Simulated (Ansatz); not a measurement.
**Question.** Name crystals whose Drude plasma energy lies between 8.3 and 13 eV and whose resistivity times mean free path lies between 6 and 9.4 ×10⁻¹⁶ Ω·m², by PBEsol with spin-orbit coupling, rigid bands run with Ansatz (an electronic-structure program).

**Answer.** Many crystals can fit; among those computed here:
- Mo (Im-3m): 8.7 eV, 6.0 ×10⁻¹⁶ Ω·m²
- Ag (Fm-3m): 9.2 eV, 8.4 ×10⁻¹⁶ Ω·m²
- Au (Fm-3m): 8.6 eV, 8.4 ×10⁻¹⁶ Ω·m²
- In (I4/mmm): 10.4 eV, 7.5 ×10⁻¹⁶ Ω·m²

Metals at this level; values at 300 K, both spins, means over directions. As a rough test of the mesh, the Fermi surface's area from every second k point differs by up to 3 %. The product of resistivity and mean free path takes one path for all states.
